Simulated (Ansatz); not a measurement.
Output of an Ansatz run (abridged):

```
WARN ansatz: RAYON_NUM_THREADS=1 ignored (pool sized by the plan → 1); use --threads N
Pseudopotentials: kind: paw
Pseudopotential: Lu, paw, valence charge 25
Pseudopotential: Ga, paw, valence charge 13
Pseudopotential: C, paw, valence charge 4
Crystal: 5 atoms, lattice volume = 103.810 Å³
Basis set: ecut = 420 eV, 2007 PW (Γ)
Bands: 56, of which v1, the nominal top of the filled ones, is band 46 counted from 1 (45 counted from 0)
Symmetry: 8 space group operations
Space group: P4mm (ITA 99), of the structure as read, at distance tolerance 4.7e-5 Å
k-points: 18 of 125 (time reversal used)
PAW frozen core: Lu, regenerated for the run's functional, and the local potential with it
PAW frozen core: Ga, regenerated for the run's functional, and the local potential with it
PAW frozen core: C, regenerated for the run's functional, and the local potential with it
Initial density: superposition of atomic densities (neutral atoms: chi_scale 0, normalization atom), corrected by the library's trained network
Initial wavefunctions: pseudopotential atomic-orbital guess
Eigensolver: davidson
Functional: x = slater, c = lda
SCF iter   1: F=—  HF=-47431.560702 eV  |F-HF|=—  |Δ(HF+E_count)|=         —  Δρ=6.25e-3  dr2=5.38e-2  ethr=1.77e-3  ⟨swp⟩=7.1  Hψ=4317  notcnv=0  defer=4
all-band conjugate gradients solve this SCF's bands
preconditioner: auto → Kerker (q_TF=auto, 2.674 Å⁻¹)
SCF iter   2: F=—  HF=-47431.541710 eV  |F-HF|=—  |Δ(HF+E_count)|=   1.90e-2  Δρ=2.84e-3  dr2=1.01e-2  ethr=5.85e-5  ⟨swp⟩=2.6  Hψ=2379  notcnv=0  defer=14
SCF iter   3: F=—  HF=-47431.540593 eV  |F-HF|=—  |Δ(HF+E_count)|=   1.12e-3  Δρ=1.67e-3  dr2=2.76e-3  ethr=1.10e-5  ⟨swp⟩=2.6  Hψ=1973  notcnv=0  defer=14
SCF iter   4: F=—  HF=-47431.539738 eV  |F-HF|=—  |Δ(HF+E_count)|=   8.55e-4  Δρ=8.69e-4  dr2=9.27e-4  ethr=3.00e-6  ⟨swp⟩=2.9  Hψ=2243  notcnv=0  defer=14
SCF iter   5: F=—  HF=-47431.539495 eV  |F-HF|=—  |Δ(HF+E_count)|=   2.43e-4  Δρ=2.44e-4  dr2=1.24e-4  ethr=1.01e-6  ⟨swp⟩=2.0  Hψ=1665  notcnv=0  defer=14
SCF iter   6: F=—  HF=-47431.539468 eV  |F-HF|=—  |Δ(HF+E_count)|=   2.66e-5  Δρ=1.29e-4  dr2=1.24e-5  ethr=1.34e-7  ⟨swp⟩=2.1  Hψ=1854  notcnv=0  defer=14
SCF iter   7: F=—  HF=-47431.539467 eV  |F-HF|=—  |Δ(HF+E_count)|=   1.28e-6  Δρ=3.44e-5  dr2=1.20e-6  ethr=1.35e-8  ⟨swp⟩=2.2  Hψ=1842  notcnv=0  defer=14
SCF iter   8: F=—  HF=-47431.539466 eV  |F-HF|=—  |Δ(HF+E_count)|=   6.47e-7  Δρ=2.44e-5  dr2=5.25e-7  ethr=1.30e-9  ⟨swp⟩=3.0  Hψ=2430  notcnv=0  defer=14
SCF iter   9: F=—  HF=-47431.539466 eV  |F-HF|=—  |Δ(HF+E_count)|=   2.22e-7  Δρ=1.22e-5  dr2=1.86e-7  ethr=5.70e-10  ⟨swp⟩=3.0  Hψ=2209  notcnv=0  defer=14
SCF iter  10: F=—  HF=-47431.539466 eV  |F-HF|=—  |Δ(HF+E_count)|=   2.34e-8  Δρ=8.80e-6  dr2=8.89e-8  ethr=1.09e-10  ⟨swp⟩=13.3  Hψ=6611  notcnv=0
SCF iter  11: F=-47431.539466 eV  HF=-47431.539466 eV  |F-HF|=1.37e-8  |Δ(HF+E_count)|=   6.92e-8  Δρ=3.22e-6  dr2=1.58e-8  ethr=9.67e-11  ⟨swp⟩=6.7  Hψ=5137  notcnv=0
SCF 1 converged in 11 iterations: F = -47431.539466 eV  dr2 = 1.58e-8
SCF converged after 11 iterations
Free energy (F): -47431.539466 eV
Harris-Foulkes:  -47431.539466 eV  (|F-HF|=1.37e-8)
Internal energy: -47431.494402 eV  (E = F + TS)
E sigma→0 (E₀):  -47431.516934 eV
Entropy (-TS):   -0.045064 eV (-9.013 meV/atom)
Fermi energy:    13.198298 eV
--- Per-component energies (eV) ---
  E_band       = 36.871923
  E_kinetic    = 1465.861976
  E_local      = -22009.324865  (includes V_loc(G=0)·N_el)
  E_nonlocal   = 2213.854279
  E_hartree    = 9323.026297
  E_xc         = -767.134420
  E_vxc        = -893.482013  (∫ρ·V_xc dr)
  E_paw        = -23412.224706  (= ΣΔE_a)
  E_vpaw       = 613.896363  (= ΣTr[D̂ρ^β])
  E_aug_tail   = -0.000034  (compensation charges beyond the density's cutoff)
  E_ewald      = -14254.300147
  E_core_change = 8.747217  (= ΣΔE_core)
  E_smearing   = -0.045064  (= −TS)
  E_closure    = 0.000000  (closes the sum)
  Σ components = -47431.539466   (vs F -47431.539466, Δ=0.00e0)
--- Forces (eV/Å), atoms counted from 1 ---
  atom   1  Lu    -0.55083374     0.00000000     0.00000000
  atom   2  Lu     0.16959365     0.00000000     0.00000000
  atom   3  Lu     0.16959365    -0.00000000     0.00000000
  atom   4  Ga     0.04152468     0.00000000     0.00000000
  atom   5  C      0.17012042    -0.00000000     0.00000000
  max |Σ_I F_I| component: 1.35e-6 eV/Å
--- Stress (GPa, compression-positive) ---
       -5.627868      -0.000000       0.000000
       -0.000000      -5.784448       0.000000
        0.000000       0.000000      -5.784448
  P = ⅓ Tr σ = -5.7323 GPa (-57.323 kbar)
  The stress holds the Pulay correction. Without it, at fixed plane waves, as pw.x and ABINIT print it: P = -5.8330 GPa
--- Band table (eV; the first three rows and the last of 18) ---
  k-point 0: bands = ["-42.3700", "-42.3197", "-42.3144", "-13.3409", "-13.3407", "-13.3407", "-13.0739", "-13.0701", "-13.0701", "-12.8026", "-12.8026", "-12.8015", "-0.5562", "-0.5562", "-0.5562", "-0.5525", "-0.5524", "2.8061", "6.7021", [...]
  k-point 1: bands = ["-42.3655", "-42.3235", "-42.3151", "-13.3146", "-13.3135", "-13.3016", "-13.0864", "-13.0799", "-13.0696", "-12.8598", "-12.8216", "-12.8180", "-0.5561", "-0.5549", "-0.5549", "-0.5511", "-0.5500", "3.0613", "6.9118", [...]
  k-point 2: bands = ["-42.3547", "-42.3339", "-42.3154", "-13.2582", "-13.2555", "-13.2049", "-13.1135", "-13.1089", "-13.0730", "-12.9834", "-12.8532", "-12.8499", "-0.5558", "-0.5528", "-0.5527", "-0.5489", "-0.5460", "3.5518", "7.3019", [...]
  k-point 17: bands = ["-42.3394", "-42.3353", "-42.3290", "-13.4877", "-13.3141", "-13.3102", "-13.3094", "-12.9351", "-12.9317", "-12.9235", "-12.7565", "-12.7520", "-0.5580", "-0.5579", "-0.5578", "-0.5425", "-0.5424", "5.0036", "7.8861", [...]
```

The structure:

```
CELL_PARAMETERS angstrom
      4.69981     0.00000     0.00000
      0.00000     4.69981     0.00000
      0.00000     0.00000     4.69981
ATOMIC_POSITIONS crystal
  Lu 0.51064 0.00000 0.00000
  Lu 0.00000 0.50000 0.00000
  Lu 0.00000 0.00000 0.50000
  Ga 0.50000 0.50000 0.50000
  C  0.00000 0.00000 0.00000
```

**Question.** Reconstruct the input of this run.

**Answer.** Other spellings and defaults could give the same log, and not every line can be read from it. The input that was run (DFT, LDA (PW92), plane waves, default PAW files made with PBE):

Ansatz 0.2 input:
```yaml
# Lu3GaC
crystal:
  lattice:
    - [4.699807, 0.000000, 0.000000]
    - [0.000000, 4.699807, 0.000000]
    - [0.000000, 0.000000, 4.699807]
  atoms:
    - { symbol: Lu, position: [0.510639, 0.000000, 0.000000] }
    - { symbol: Lu, position: [0.000000, 0.500000, 0.000000] }
    - { symbol: Lu, position: [0.000000, 0.000000, 0.500000] }
    - { symbol: Ga, position: [0.500000, 0.500000, 0.500000] }
    - { symbol: C, position: [0.000000, 0.000000, 0.000000] }
basis:
  ecutwfc: 420.0 eV
kpoints:
  mp_grid: { grid: [5, 5, 5] }
hamiltonian:
  xc: lda
  pseudopotentials: { kind: paw }
scf:
  occupations: { method: fermi_dirac, width: 0.1 eV }
output:
  forces: true
  eigenvalues: true
  stress: true
```

The starting cell comes from a database of computed structures (which also holds hypothetical and non-ambient phases and stackings), without a prior relaxation at this level. Its lattice was rescaled by up to half a per cent. One atom was moved a little off its site on purpose. Spin-orbit coupling is off. With a pressure of about -6 GPa the cell is away from its equilibrium volume at this level. Ansatz's pressure includes its estimate of the finite-basis (Pulay) stress.

Ansatz is a quantum-chemistry and plane-wave program.
